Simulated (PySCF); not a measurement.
PySCF 2.14.0, unrestricted PBE0/def2-svp, df: Cu(OH)(SH)(OH2)2 ([OH][Cu](<-[OH2])(<-[OH2])[SH]), charge 0, multiplicity 2, 11 atoms. The geometry is a generated start, not checked to be a minimum at this level.

| Property | Result |
|---|---|
| task | energy |
| method | pbe0 |
| basis | def2-svp |
| two-electron scheme | density fitting |
| mol.max_memory | 3000 MB |
| mf.max_cycle | 100 |
| mf.init_guess | minao (default) |
| mf.DIIS | CDIIS (default) |
| mf.conv_tol | 1e-09 (default) |
| mf.grids.level | 3 (default) |
| basis functions | 121 |
| grid points | 140616 |

```xyz
11

Cu     0.4169     0.0456    -0.4666
O      1.6144    -1.2129    -0.0870
H      2.5069    -1.0189    -0.3682
S      0.8490     2.0757     0.4786
H      1.8594     1.7014     1.2421
O     -1.2022     0.6541    -1.4954
H     -1.2690     1.6013    -1.3068
H     -1.9170     0.2021    -1.0250
O     -1.1826    -1.1829     0.7473
H     -1.0190    -0.8817     1.6466
H     -0.6568    -1.9839     0.6345
```

Charge 0 and multiplicity 2 are set for this test and not shown to be the ground state.

One run each on 2 threads, 1 BLAS thread. Values of diis_space tried: 3, 5, 8 (default), 12, 20.

Which value of diis_space needs the fewest Fock builds, and what happens away from it?

Fewest Fock builds, within one of each other: 8 (default) with 21, 12 with 21, 20 with 20. The count rises to 32 at 3. All converge to one solution.

```json
[
 {"diis_space": "3", "Fock builds": "32", "end": "same solution"},
 {"diis_space": "5", "Fock builds": "23", "end": "same solution"},
 {"diis_space": "8 (default)", "Fock builds": "21", "end": "same solution"},
 {"diis_space": "12", "Fock builds": "21", "end": "same solution"},
 {"diis_space": "20", "Fock builds": "20", "end": "same solution"}
]
```
